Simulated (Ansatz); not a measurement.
## CdGeAs2: uniaxial strain ε_zz = +3.00 %

The reference is CdGeAs₂ in the chalcopyrite structure (space group I-42d, No. 122; a = 6.0477 Å, c = 11.4884 Å). Axes: x, y, z lie along a, b, c of the conventional cell.

The change: uniaxial strain ε_zz = +3.00 %, all other strain components held at zero; the atoms relax in the strained cell.

Level of theory: PBE, PAW, 420 eV (Ansatz, a quantum-chemistry and plane-wave program; scalar-relativistic without spin-orbit coupling). k-mesh 8×8×8 (Γ-centred); smearing 0.05 eV (Fermi–Dirac).

| quantity | base | changed | shift |
|---|---|---|---|
| volume per atom | 26.26 Å³ | 27.05 Å³ | +0.79 Å³ |
| space group | I-42d (No. 122) | I-42d (No. 122) | – |
| shortest interatomic distance | 4.695 bohr | 4.744 bohr | +0.0499 bohr |
| energy relative to the base (free energy F) | 0 meV/atom | +5.1 meV/atom | +5.1 meV/atom |
| pressure (mean of the normal stresses, compression positive) | -0.01 GPa | -1.43 GPa | -1.42 GPa |
| band gap (uncertain: the Fermi level lies in a band; both cells) | 0.12 eV | 0.08 eV | -0.04 eV |
| stress (xx, yy, zz, yz, xz, xy; compression positive) | – | (-1.11, -1.11, -2.06, 0.00, 0.00, 0.00) GPa | – |

No phonon test of stability was made. The zero or small gap of CdGeAs2 can change with the level of theory.
